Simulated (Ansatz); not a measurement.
Results of PBEsol (PAW; Ansatz, a quantum-chemistry and plane-wave program) for A15 Mo3Si.

Run with plane-wave cutoff 520 eV, 12×12×12 k mesh, Fermi–Dirac smearing 0.05 eV, no spin polarisation, scalar-relativistic PAW data made under PBE.

Computed at the level's own relaxed cell.

Question: Predict the volume per atom, bulk modulus B0, lattice parameter a and pressure derivative B′ of the bulk modulus.

Answer: 
* **volume per atom**: 14.36 Å³/atom
* **bulk modulus B0**: 268 GPa
* **lattice parameter a**: 4.861 Å
* **pressure derivative B′ of the bulk modulus**: 4.3

The run finds no gap.

Measured, for comparison: lattice constant a 4.889 Å (temperature not stated, copied from a table, unchecked, not corrected to a static lattice; as tabulated in Dopovidi Akademii Nauk Ukrains'koi RSR, Seriya A: Fiziko-Tekhnichni ta Matematichni Nauki 1970, 553 (1970)). Computed (rounded) less measured: lattice constant a not scored (unchecked). A static lattice is as a rule a little smaller and stiffer than an uncorrected measurement, which narrows the difference in the lattice constant a and would widen misses of the other sign.

The result took very roughly 5 core-minutes.
